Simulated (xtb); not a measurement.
xtb 6.7.1, GFN1-xTB: Ca(OH)(amdMe)(NH3)2 (CC1[N](C)[Ca](<-[NH3])(<-[NH3])([OH])<-[N]=1C), 26 atoms. The geometry is a generated start, not checked to be a minimum at this level.

```
Quantity                                                                                                        Value
------------------------  -------------------------------------------------------------------------------------------
method                                                                                                       GFN1-xTB
--acc                                                                                                     1 (default)
--etemp (K)                                                                                             300 (default)
detailed input (--input)  none: ANC optimiser, Lindh (1995) Hessian, microcycle=20, maxdispl=1.0, hlow=0.01 (default)
basis functions                                                                                                    78
valence electrons                                                                                                  60
```

```xyz
26

Ca     0.6018     0.8829    -0.0055
O      0.5563     2.7612     0.4759
H      0.0129     3.4445     0.8719
C     -1.9122    -2.3064     0.1395
C     -1.0231    -1.0804     0.1259
N     -0.3203    -0.6945     1.1666
C     -0.4142    -1.3838     2.4276
N     -0.9179    -0.3408    -0.9570
C     -1.6511    -0.6904    -2.1445
H     -1.7239    -2.9043    -0.7504
H     -2.9587    -2.0030     0.1299
H     -1.7349    -2.9231     1.0142
H      0.1249    -0.7974     3.1720
H     -1.4509    -1.4927     2.7730
H      0.0435    -2.3839     2.3922
H     -1.5266     0.1118    -2.8734
H     -1.2806    -1.6211    -2.6008
H     -2.7267    -0.8132    -1.9554
N      2.8093     1.1577     1.0801
H      2.9090     0.7791     2.0160
H      2.2512     2.0125     1.1546
H      3.7287     1.4144     0.7359
N      1.6496     1.9651    -1.9914
H      2.5875     2.2136    -2.2856
H      1.3319     2.6654    -1.3153
H      1.0346     2.0267    -2.7959
```

The structure is relaxed from this start with --opt LEVEL for the levels crude, sloppy, loose, lax, normal, tight, vtight, extreme, once each. Up to the end of the extreme run atoms move by at most 0.88 Å along an axis.

Task: Which level is enough to come within 5 meV of the tightest end point?

Result: tight: 70 cycles against 92, ending 0.22 meV above.

```json
[
 {"level": "crude", "cycles": "7", "energy above the extreme run (meV)": "120", "gradient norm (eV/Å)": "0.31"},
 {"level": "sloppy", "cycles": "28", "energy above the extreme run (meV)": "8.7", "gradient norm (eV/Å)": "0.18"},
 {"level": "loose", "cycles": "28", "energy above the extreme run (meV)": "8.7", "gradient norm (eV/Å)": "0.18"},
 {"level": "lax", "cycles": "30", "energy above the extreme run (meV)": "7.8", "gradient norm (eV/Å)": "0.080"},
 {"level": "normal", "cycles": "34", "energy above the extreme run (meV)": "7.4", "gradient norm (eV/Å)": "0.044"},
 {"level": "tight", "cycles": "70", "energy above the extreme run (meV)": "0.22", "gradient norm (eV/Å)": "0.021"},
 {"level": "vtight", "cycles": "87", "energy above the extreme run (meV)": "0.012", "gradient norm (eV/Å)": "0.010"},
 {"level": "extreme", "cycles": "92", "energy above the extreme run (meV)": "—", "gradient norm (eV/Å)": "0.0019"}
]
```
